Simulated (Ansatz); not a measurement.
Cells marked so need not be the phases stable at ambient conditions, and some may be hypothetical.

 Where the default PAW files enter, the runs use the earlier of Ansatz's two default sets.

By PBEsol, each system below comes out a metal.

G/A = (e²/h) × open channels of both spins per area, as a mean over 0.1 eV about the Fermi level, without spin-orbit coupling, for the cells as given.

A. TaS2 (R-3m, not sure to be the ambient phase, 6 atoms a cell, 18.9 Å³ an atom), current normal to (001)
B. Ta$_{2}$N (P-31m, not sure to be the ambient phase, 9 atoms a cell, 13.3 Å³ an atom, -5 GPa at this level), current normal to (100)
C. Nb₃Si₂ (P4/mbm, not sure to be the ambient phase, 10 atoms a cell, 16.0 Å³ an atom, -5 GPa at this level), current normal to (110)

### Question
Rank these by ballistic conductance per area (lowest first), as PBEsol run with Ansatz (an electronic-structure program) gives it.

### Answer
A (0.24 × 10¹⁵ S/m²), B (0.37 × 10¹⁵ S/m²), C (0.65 × 10¹⁵ S/m²)
